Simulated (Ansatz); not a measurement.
Base system: ZrSe2 in the CdI2 type structure (space group P-3m1, No. 164; a = 3.7351 Å, c = 6.0315 Å; layered, stacked along the Cartesian z axis). Axes: x lies along a and z along c of the hexagonal cell.

Computed with Kohn–Sham DFT with the PBE-D3(BJ) functional, run in Ansatz (an electronic-structure program) with PAW and 420 eV plane waves, no spin-orbit coupling.

Before the change:

```
Item               Result
---------------  --------
Pressure          0.0 GPa
Volume per atom  24.29 Å³
Band gap             zero
```

Now apply this change: compressive biaxial strain of 1.50 % in the plane normal to [001], as in epitaxy on a mismatched substrate; the out-of-plane cell vector and the atoms relax.

Question: How does this affect the pressure, volume per atom and band gap?

Answer: The pressure (mean of the normal stresses, compression positive) goes from zero to 1.3 GPa; the volume per atom falls by 0.59 Å³ (24.29 Å³ → 23.70 Å³); the band gap stays zero.

Whether these cells are dynamically stable was not tested. The final runs are not spin-polarised. Gaps under 0.05 eV, about the width of the smearing, are given as zero. A zero or small gap of ZrSe2 can be the functional's error rather than a property of the material.
